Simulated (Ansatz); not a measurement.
Results of r²SCAN in Ansatz (plane waves, PAW) for MgO (model structure, started from the CsCl type, Pm-3m, No. 221, 2 atoms in the cell; like a known high-pressure phase).

The input as run:

Ansatz 0.2 input:
```yaml
crystal:
  lattice:
    - [2.6233464879, 0.0, 0.0]
    - [0.0, 2.6233464879, 0.0]
    - [0.0, 0.0, 2.6233464879]
  atoms:
    - { symbol: Mg, position: [0.0, 0.0, 0.0] }
    - { symbol: O, position: [0.5, 0.5, 0.5] }
basis:
  ecutwfc: 560
  ecutrho_ratio: 4
  xc_grid: 3
kpoints:
  mp_grid: { grid: [14, 14, 14] }
  band_path:
    path:
      - [0.0, 0.0, 0.0]
      - [0.0, 0.041667, 0.0]
      - [0.0, 0.083333, 0.0]
      - [0.0, 0.125, 0.0]
      - [0.0, 0.166667, 0.0]
      - [0.0, 0.208333, 0.0]
      - [0.0, 0.25, 0.0]
      - [0.0, 0.291667, 0.0]
      - [0.0, 0.333333, 0.0]
      - [0.0, 0.375, 0.0]
      - [0.0, 0.416667, 0.0]
      - [0.0, 0.458333, 0.0]
      - [0.0, 0.5, 0.0]
      - [0.041667, 0.5, 0.0]
      - [0.083333, 0.5, 0.0]
      - [0.125, 0.5, 0.0]
      - [0.166667, 0.5, 0.0]
      - [0.208333, 0.5, 0.0]
      - [0.25, 0.5, 0.0]
      - [0.291667, 0.5, 0.0]
      - [0.333333, 0.5, 0.0]
      - [0.375, 0.5, 0.0]
      - [0.416667, 0.5, 0.0]
      - [0.458333, 0.5, 0.0]
      - [0.5, 0.5, 0.0]
      - [0.470588, 0.470588, 0.0]
      - [0.441176, 0.441176, 0.0]
      - [0.411765, 0.411765, 0.0]
      - [0.382353, 0.382353, 0.0]
      - [0.352941, 0.352941, 0.0]
      - [0.323529, 0.323529, 0.0]
      - [0.294118, 0.294118, 0.0]
      - [0.264706, 0.264706, 0.0]
      - [0.235294, 0.235294, 0.0]
      - [0.205882, 0.205882, 0.0]
      - [0.176471, 0.176471, 0.0]
      - [0.147059, 0.147059, 0.0]
      - [0.117647, 0.117647, 0.0]
      - [0.088235, 0.088235, 0.0]
      - [0.058824, 0.058824, 0.0]
      - [0.029412, 0.029412, 0.0]
      - [0.022727, 0.022727, 0.022727]
      - [0.045455, 0.045455, 0.045455]
      - [0.068182, 0.068182, 0.068182]
      - [0.090909, 0.090909, 0.090909]
      - [0.113636, 0.113636, 0.113636]
      - [0.136364, 0.136364, 0.136364]
      - [0.159091, 0.159091, 0.159091]
      - [0.181818, 0.181818, 0.181818]
      - [0.204545, 0.204545, 0.204545]
      - [0.227273, 0.227273, 0.227273]
      - [0.25, 0.25, 0.25]
      - [0.272727, 0.272727, 0.272727]
      - [0.295455, 0.295455, 0.295455]
      - [0.318182, 0.318182, 0.318182]
      - [0.340909, 0.340909, 0.340909]
      - [0.363636, 0.363636, 0.363636]
      - [0.386364, 0.386364, 0.386364]
      - [0.409091, 0.409091, 0.409091]
      - [0.431818, 0.431818, 0.431818]
      - [0.454545, 0.454545, 0.454545]
      - [0.477273, 0.477273, 0.477273]
      - [0.5, 0.5, 0.5]
      - [0.470588, 0.5, 0.470588]
      - [0.441176, 0.5, 0.441176]
      - [0.411765, 0.5, 0.411765]
      - [0.382353, 0.5, 0.382353]
      - [0.352941, 0.5, 0.352941]
      - [0.323529, 0.5, 0.323529]
      - [0.294118, 0.5, 0.294118]
      - [0.264706, 0.5, 0.264706]
      - [0.235294, 0.5, 0.235294]
      - [0.205882, 0.5, 0.205882]
      - [0.176471, 0.5, 0.176471]
      - [0.147059, 0.5, 0.147059]
      - [0.117647, 0.5, 0.117647]
      - [0.088235, 0.5, 0.088235]
      - [0.058824, 0.5, 0.058824]
      - [0.029412, 0.5, 0.029412]
      - [0.5, 0.5, 0.458333]
      - [0.5, 0.5, 0.416667]
      - [0.5, 0.5, 0.375]
      - [0.5, 0.5, 0.333333]
      - [0.5, 0.5, 0.291667]
      - [0.5, 0.5, 0.25]
      - [0.5, 0.5, 0.208333]
      - [0.5, 0.5, 0.166667]
      - [0.5, 0.5, 0.125]
      - [0.5, 0.5, 0.083333]
      - [0.5, 0.5, 0.041667]
    npoints: 1
hamiltonian:
  xc: r2scan
  dispersion: none
  pseudopotentials: { kind: paw }
scf:
  occupations: { method: fermi_dirac, width: 0.01 }
  convergence: { dr2_threshold: 0.0000000002 }
output:
  forces: true
  stress: true
  eigenvalues: true
  write_bands: true
```

From the output:

```
Crystal: 2 atoms, lattice volume = 18.054 Å³
Basis set: ecut = 560 eV, 515 PW (Γ), exchange–correlation on 72×72×72 points (27 copies of the dense FFT grid, shifted against one another)
Bands: 12, of which v1, the nominal top of the filled ones, is band 8 counted from 1 (7 counted from 0)
Symmetry: 48 space group operations
Space group: Pm-3m (ITA 221), of the structure as read, at distance tolerance 2.6e-5 Å
k-points: 120 of 2744
Functional: x = r2scan, c = r2scan; τ floored in thin density (d = 2e-4 eV/Å³)
SCF iter   1: F=—  HF=-2496.610839 eV  |F-HF|=—  |Δ(HF+E_count)|=         —  Δρ=1.01e-2  dr2=1.27e-2  dr2_τ=6.31e-2
SCF iter   2: F=—  HF=-2496.715853 eV  |F-HF|=—  |Δ(HF+E_count)|=   1.05e-1  Δρ=5.05e-3  dr2=2.10e-3  dr2_τ=2.51e-4
  ...
SCF iter   6: F=—  HF=-2496.715867 eV  |F-HF|=—  |Δ(HF+E_count)|=   2.60e-7  Δρ=1.90e-5  dr2=5.83e-8  dr2_τ=4.84e-9
SCF iter   7: F=-2496.715867 eV  HF=-2496.715867 eV  |F-HF|=1.55e-11  |Δ(HF+E_count)|=   1.00e-8  Δρ=1.05e-6  dr2=7.52e-11  dr2_τ=1.00e-11
SCF 1 converged in 7 iterations: F = -2496.715867 eV  dr2 = 7.52e-11
SCF converged after 7 iterations
Free energy (F): -2496.715867 eV
Internal energy: -2496.715867 eV  (E = F + TS)
E sigma→0 (E₀):  -2496.715867 eV
Fermi energy:    11.682081 eV
--- Stress (GPa, compression-positive) ---
        0.017035      -0.000000       0.000000
        0.000000       0.017035       0.000000
        0.000000       0.000000       0.017035
  P = ⅓ Tr σ = 0.0170 GPa (0.170 kbar)
```

The PAW data were made under PBE.

It cost roughly 8 core-seconds of CPU time.

A model structure was made by putting elements into a prototype or built by hand; it is no filed structure, need not be a known phase, and can be a saddle point held by its symmetry.

Ansatz is a quantum-chemistry and plane-wave program.
